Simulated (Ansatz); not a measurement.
Start from BN in the zinc blende structure (space group F-43m, No. 216).

```
BN
1.0
    0.00000     1.80256     1.80256
    1.80256     0.00000     1.80256
    1.80256     1.80256     0.00000
N B
1 1
Cartesian
  2.70384   2.70384   2.70384
  0.00000   0.00000   0.00000
```

Levels (all Ansatz, an electronic-structure program, PAW, earlier PAW set): PBEsol (420 eV, no spin-orbit coupling); r2SCAN (500 eV, no SOC); HSE06 (420 eV, no spin-orbit coupling); PBEsol+SOC (420 eV, noncollinear with spin-orbit coupling); HSE06+SOC (420 eV, spin-orbit coupling included).

Levels that relaxed their own cell: PBEsol.

```json
[
 {"level": "PBEsol", "band gap": "4.29 eV", "lattice parameter a": "3.605 Å"},
 {"level": "r2SCAN", "band gap": "5.00 eV", "lattice parameter a": "–"},
 {"level": "HSE06", "band gap": "5.79 eV", "lattice parameter a": "–"},
 {"level": "PBEsol+SOC", "band gap": "4.29 eV", "lattice parameter a": "–"},
 {"level": "HSE06+SOC", "band gap": "5.79 eV", "lattice parameter a": "–"}
]
```

What does experiment give, and how far off is each level?

Measured: band gap 6.2 eV (room temperature; as listed in arXiv:1206.3780); lattice parameter a 3.593 Å (static lattice; corrected from measurement; as listed in Tamar Goldzak et al., The Journal of Chemical Physics (2022)). Computed minus measured — band gap: PBEsol -1.91 eV, r2SCAN -1.20 eV, HSE06 -0.41 eV, PBEsol+SOC -1.91 eV, HSE06+SOC -0.41 eV (closest: HSE06 and HSE06+SOC); lattice parameter a: PBEsol +0.3 %. Measured values not marked as corrected hold thermal and zero-point effects that the static-lattice runs lack. A measured gap can be an optical one, lowered by exciton binding.

Single points use the geometry relaxed with PBEsol. The hybrid gap comes from the SCF mesh plus the semilocal run's edge points and a few special points and is an upper bound. The spin-orbit shifts are approximate. Whether these cells are dynamically stable was not tested.
